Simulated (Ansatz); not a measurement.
Defect migration in wurtzite ZnO: Zn vacancy, charge state -2. Level of theory: PBE, PAW (plane waves to 420 eV; Ansatz, a quantum-chemistry and plane-wave program).

Cell of 72 host sites held at the relaxed PBE lattice; one k-point at (0.125, 0.250, 0.250); Fermi-Dirac width 0.01 eV, spin-restricted; finite-size errors left in. Energies are static. The charge state is imposed; whether it is stable for some Fermi level was not computed. Forms of the defect that were not tried may lie lower.

Barriers: single points on a 2×2×2 k-point mesh shifted by half a step along c at the bands' geometries.

A. one Zn atom jumps into the vacancy from a nearby Zn site; the atom moves 3.18 Å along (0.00, 0.97, 0.00) of the unit cell; the moving atom starts with neighbours O at 1.91, O at 2.01, O at 2.02, O at 2.03 Å and ends with O at 1.91, O at 2.01, 2 O at 2.02 Å; saddle order first order.
B. one Zn atom jumps into the vacancy from a nearby Zn site; the atom moves 3.16 Å along (-0.65, -0.33, 0.49) of the unit cell; the moving atom starts with neighbours O at 1.91, O at 2.00, 2 O at 2.05 Å and ends with O at 1.90, 2 O at 2.00, O at 2.06 Å; saddle order first order.

### Question
Rank these by forward barrier (lowest first), as PBE, PAW gives it.

### Answer
B (0.88 eV), A (1.11 eV)
